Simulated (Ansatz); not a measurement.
Start from GaP in the zinc blende structure (space group F-43m, No. 216; a = 5.439 Å). Axes: x, y, z lie along the cube axes.

All numbers come from Ansatz (a program for electronic structure), PBEsol, PAW, cutoff 420 eV, spin-orbit coupling left out, earlier PAW set.

Strains are applied to the cell and any free atomic positions relax; under stress the whole cell relaxes.

One change was made to it. Results:

```json
[
 {"quantity": "valence-band top at Γ (three highest levels, from the VBM)", "base": "0.00, 0.00, 0.00 eV", "after": "0.00, -0.06, -0.11 eV"},
 {"quantity": "energy relative to the base (free energy F)", "base": "0 meV/atom", "after": "+0.9 meV/atom"}
]
```

Task: Which change produced these results?
(A) uniaxial stress, 3 GPa tension along z
(B) strain tensor (xx, yy, zz, yz, xz, xy) = (−0.91, +0.57, +0.59, −0.31, +0.05, −0.04) %
(C) uniaxial strain ε_xx = −0.48 %

Result: B, strain tensor (xx, yy, zz, yz, xz, xy) = (−0.91, +0.57, +0.59, −0.31, +0.05, −0.04) %. For comparison, the valence-band top at Γ in the other runs: uniaxial stress, 3 GPa tension along z gives 0.00, 0.00, -0.23 eV; uniaxial strain ε_xx = −0.48 % gives 0.00, -0.03, -0.03 eV.

Gaps are Kohn–Sham eigenvalue differences; semilocal functionals usually give less than the measured gap. Stability under load was not tested beyond the relaxation.
